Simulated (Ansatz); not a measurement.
# How far PBE-D3(BJ) and r2SCAN+rVV10 part for hypothetical R-3m ZnF2

The reference is ZnF₂ in the CdCl2 type structure (space group R-3m, No. 166; a = 3.184 Å, c = 12.651 Å (hexagonal axes); a hypothetical phase, not in the database extracts checked).

(Cell as relaxed with PBE-D3(BJ).)

Levels (all Ansatz, a quantum-chemistry and plane-wave program, PAW): PBE-D3(BJ) (420 eV, no spin-orbit coupling); r2SCAN+rVV10 (500 eV, no SOC).

Each level relaxes its own structure.

```csv
quantity,PBE-D3(BJ),r2SCAN+rVV10
volume per atom,12.34 Å³,11.33 Å³
lattice parameter a,3.184 Å,3.151 Å
lattice parameter c,12.651 Å,11.857 Å
band gap,3.96 eV,4.61 eV
gap character,"indirect, F → Γ","indirect, F → Γ"
electron mass,"0.56 mₑ along c, 0.46 mₑ across","0.52 mₑ along c, 0.44 mₑ across"
```

PBE-D3(BJ)'s volume per atom lies 1.01 Å³ above r2SCAN+rVV10's (9.0 %); PBE-D3(BJ)'s lattice parameter a lies 0.033 Å above r2SCAN+rVV10's (1.1 %); PBE-D3(BJ)'s lattice parameter c lies 0.7932 Å above r2SCAN+rVV10's (6.7 %); PBE-D3(BJ)'s band gap lies 0.65 eV below r2SCAN+rVV10's; the two agree on the gap character. The two levels end in clearly different cell shapes (a soft spacing or a collapse), which may drive these differences. Neither level is exact; r2SCAN+rVV10 is the comparison here, not a measurement.

Masses are band curvatures over ±0.01 Å⁻¹ around the edge. Semilocal Kohn–Sham gaps tend to fall short of experiment. No phonon test of stability was made.
